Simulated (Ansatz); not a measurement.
The reference is Be in the hcp (Mg type) structure (space group P6_3/mmc, No. 194; a = 2.257 Å, c = 3.553 Å).

Computed with Kohn–Sham DFT with the PBEsol functional, run in Ansatz (a program for electronic structure) with PAW and 420 eV plane waves, no SOC.

One change was made to it. Results:

The shortest interatomic distance shrinks by 0.005 Å, from 2.203 Å to 2.198 Å; the c/a ratio is nearly the same (1.574 against 1.575).

What was done to the base?
A) pressure 0.9 GPa
B) pressure 30 GPa
C) pressure 4.5 GPa

A, pressure 0.9 GPa. For comparison, the shortest interatomic distance in the other runs: pressure 30 GPa gives 2.080 Å; pressure 4.5 GPa gives 2.179 Å.

Load acts through the strain it causes; cell and atoms are relaxed under it. Whether these cells are dynamically stable was not tested. No other phases were tried under pressure.
